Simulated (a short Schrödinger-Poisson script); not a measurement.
System: symmetric double-gate stack, SiO2 on p-type Si(100), at 300 K.

```
layer  material  thickness (nm)  Na (cm⁻³)
-----  --------  --------------  ---------
1          SiO2               1          -
2            Si               5       3e15
3          SiO2               1          -
```

Constants are typed, rounded textbook-type inputs, not results; the design itself was drawn at random and stands for no fabricated device. SiO2: permittivity 3.9, conduction-band edge (eV) 3.15, gap (eV) 9, electron mass (mₑ) 0.5. Si: permittivity 11.7, conduction-band edge (eV) 0, gap (eV) 1.124, Nv at 300 K (cm⁻³) 3.1e19.

Channel valleys (confinement mass, in-plane density-of-states mass, number): Δ2 0.916, 0.19, 2; Δ4 0.19, 0.417, 4. At the gates, both at one voltage, the conduction-band edge of layer 1 lies 3.37 eV − eVg above the Fermi level of the channel. Gaps are held at their typed values at every temperature. Mesh 0.03 nm at interfaces.

From a short Schrödinger-Poisson script (our own, NumPy): 1D Poisson equation in equilibrium, electrons quantum, Hartree (BenDaniel-Duke, 12 states a valley, the channel's in-plane mass for all, wave functions free to enter the dielectric), parabolic valleys, classical holes, full ionisation, no traps, pinning or gate leakage.

The same stack at other levels of the model or other numerical settings:

```csv
run,sheet density of all electrons at Vg = 0.9 V (cm⁻²),sheet density of all electrons at Vg = 0.3 V (cm⁻²),capacitance of both gates at Vg = 0.9 V (μF/cm²),gate voltage at 1e11 electrons/cm² (V),rough cost against the base
base,2.00e13,2.74e12,5.04,0.13,about 1
"electrons treated as classical, Boltzmann",2.59e13,…,…,0.10,0.04
"electrons treated as classical, Fermi-Dirac",2.42e13,3.87e12,5.75,0.10,0.09
mesh six times as coarse,1.99e13,2.72e12,5.02,0.13,0.4
one subband a valley,1.95e13,2.65e12,…,0.13,0.4
```

**Question.** What belongs in the gaps?

**Answer.** 
- one subband a valley, capacitance of both gates at Vg = 0.9 V (μF/cm²): 4.92
- electrons treated as classical, Boltzmann, capacitance of both gates at Vg = 0.9 V (μF/cm²): 6.34
- electrons treated as classical, Boltzmann, sheet density of all electrons at Vg = 0.3 V (cm⁻²): 3.96e12

The classical rows ignore confinement, and Boltzmann statistics overrate the density once the band edge passes the Fermi level.
